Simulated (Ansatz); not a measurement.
The starting structures come from a database of crystals and need not be the phases stable at ambient conditions.

Tunnelling through a barrier is set by its complex band structure: the current falls as exp(−2κd) with the smallest κ.

```xyz
14
Lattice="6.6397 0.0000 0.0000 0.0000 6.6397 0.0000 3.3198 -3.3198 3.3876" Properties=species:S:1:pos:R:3 pbc="T T T"
Zr     1.6599     0.0000     0.8469
Zr     4.9797     0.0000     2.5407
Zr     3.3198     4.1498     1.6938
Zr     6.6397     2.4899     1.6938
Zr     9.1295     1.6599     3.3876
Zr     7.4696    -1.6599     3.3876
N      4.5471     2.0926     2.1353
N      7.0723     0.4326     2.9461
N      5.4124    -2.0926     2.1353
N      2.8872    -0.4326     2.9461
N      2.0926     2.0926     1.2523
N      6.2070     0.4326     0.4415
N      1.2273     4.5471     1.2523
N      3.7525    -0.4326     0.4415
```

Space group of this cell: I-42d. The cell is strained (lengths across the current scaled by 0.98, ions clamped); by PBEsol its mean pressure is 5.8 GPa.

Transport runs along the normal of the first two printed cell vectors, the (001) (indices of the unstrained crystal) plane of the conventional cell.

No gap correction and no spin-orbit coupling; mid-gap values are interpolated between computed energies.

Task: State the band gap and the smallest decay constant κ at mid-gap according to PBEsol (Ansatz, a first-principles code).

Result: Gap 0.52 eV on a 10×10×10 mesh; κ = 0.144 1/Å, at the zone centre.
